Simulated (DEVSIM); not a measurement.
Structure: Ru/HfO2/p-GaSb capacitor, at 400 K.

Layer 1 from the left is HfO2, thickness (nm) 2.80. Layer 2 from the left is GaSb, thickness (nm) 720, Na (cm⁻³) 7e17.

Metal gate on the left, work function 4.7 eV. Fixed charge at the semiconductor interface 1.1e10 cm⁻² (in units of +e); interface traps 1.5e11 cm⁻² eV⁻¹, uniform in energy, neutral level at 0.7 of the gap above the valence band.

The device is made up for the run: typed textbook-type constants, with dimensions and the other settings drawn at random. Values at 300 K; Nc and Nv go as T^1.5, mobilities as T to minus their exponent, the gap by Varshni's rule with the affinity fixed.

HfO2: gap (eV) 5.7, affinity (eV) 2.5, permittivity 22. GaSb: gap (eV) 0.726, affinity (eV) 4.06, permittivity 15.7, Nc (cm⁻³) 2.1e17, Nv (cm⁻³) 1.8e19, Varshni α (eV/K) 0.00042, Varshni β (K) 140.

Simulated with DEVSIM: 1D Poisson equation in equilibrium, Boltzmann statistics, complete ionisation; no quantum confinement or tunnelling. Metal contacts follow the ideal Schottky-Mott rule: no Fermi-level pinning, no interface dipoles.

What does the simulation give for the minimum of the low-frequency capacitance, the flat-band voltage?

minimum of the low-frequency capacitance 0.432 μF/cm²; flat-band voltage 0.08 V.
